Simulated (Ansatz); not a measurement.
Consider Zr in the hcp (Mg type) structure (space group P6_3/mmc, No. 194; a = 3.184 Å, c = 5.117 Å).

Level of theory: PBEsol/PAW in Ansatz (a first-principles code), spin-orbit coupling left out.

For the base:

```
Property               Value
-------------------  -------
Lattice parameter a  3.184 Å
c/a ratio              1.607
```

It is then changed as follows: hydrostatic tension (pressure −2 GPa).

What happens to the lattice parameter a and c/a ratio?

The lattice parameter a grows by 0.024 Å to 3.208 Å; the c/a ratio drops by 0.003 (1.607 → 1.604).

Load acts through the strain it causes; cell and atoms are relaxed under it. Stability against distortions was not tested. All final runs are without spin polarisation.
